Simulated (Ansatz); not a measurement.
The parent structure is ZrB2 (space group P6/mmm, No. 191; a = 3.155 Å, c = 3.506 Å; relaxed with 0.1 eV smearing). Axes: x lies along a and z along c of the hexagonal cell.

All numbers come from Ansatz (a quantum-chemistry and plane-wave program) PBEsol, without spin-orbit coupling.

Base values:

```
Property  Result
--------  ------
Band gap    zero
```

Modification: tensor shear ε_xz = +2.00 % (engineering shear γ = 0.0400); the atoms relax in the strained cell.

### Question
Estimate the effect on the energy relative to the base, stress and band gap.

### Answer
The energy rises by 13 meV/atom; the stress (xx, yy, zz, yz, xz, xy; compression positive) amounts to (0.6, 0.1, 0.7, 0.0, -10.7, 0.0) GPa; the band gap stays zero.

Stability against distortions was not tested. All final runs are without spin polarisation.
